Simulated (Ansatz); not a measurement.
The starting structures come from a database of crystals and need not be the phases stable at ambient conditions.

 Where the default PAW files enter, the runs use the earlier of Ansatz's two default sets.

```
KHO
1.0
    3.96830     0.00000     0.00000
    0.00000     5.64683     0.00000
    0.00000     2.62652     7.24777
K H O
4 4 4
Direct
  0.75363   0.28547   0.43483
  0.24637   0.71453   0.56517
  0.25363   0.21453   0.06517
  0.74637   0.78547   0.93483
  0.61251   0.80088   0.26556
  0.38749   0.19912   0.73444
  0.11251   0.69912   0.23444
  0.88749   0.30088   0.76556
  0.77106   0.91995   0.28740
  0.22894   0.08005   0.71260
  0.27106   0.58005   0.21260
  0.72894   0.41995   0.78740
```

Space group of this cell: P2_1/c. The cell is taken as given.

Transport runs along the normal of the first two printed cell vectors.

The gap is the functional's own. No spin-orbit coupling. Mid-gap values are interpolated on the energy grid.

Give the band gap and the smallest decay constant κ at mid-gap that PBEsol in Ansatz (a first-principles code) yields.

Gap 3.85 eV on a 8×6×4 mesh; κ = 0.385 1/Å, at the zone centre.
